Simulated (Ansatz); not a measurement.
Data:

```
CELL_PARAMETERS angstrom
      2.63133     0.00000     0.00000
     -1.31566     2.27880     0.00000
      0.00000     0.00000     4.03925
ATOMIC_POSITIONS crystal
  Si 0.00000 0.00000 0.00000
  O  0.66667 0.33333 0.22272
  O  0.33333 0.66667 0.77728
```

No spin polarisation.

The values are results of r2SCAN+rVV10 (Ansatz, a program for electronic structure; PAW; 500 eV plane waves; no SOC), not measurements. k-mesh 14×14×7 (Γ-centred); smearing 0.05 eV (Fermi–Dirac).

**Question.** What gap character does the calculation give?

**Answer.** Indirect, k = (0.071, 0.071, 0) in the run's primitive reciprocal basis → Γ.

**Question.** Estimate the electron mass.

**Answer.** 0.72 mₑ along c, 0.38 mₑ across (at Γ).

Load acts through the strain it causes; cell and atoms are relaxed under it. Masses are band curvatures over ±0.01 Å⁻¹ around the edge. Stability against distortions was not tested. No other phases were tried under pressure. The cell was made from SiO2 in the CdI2 type structure (space group P-3m1, No. 164; a hypothetical phase, not in the database extracts checked; layered, stacked along the Cartesian z axis) by this change: pressure 15 GPa.
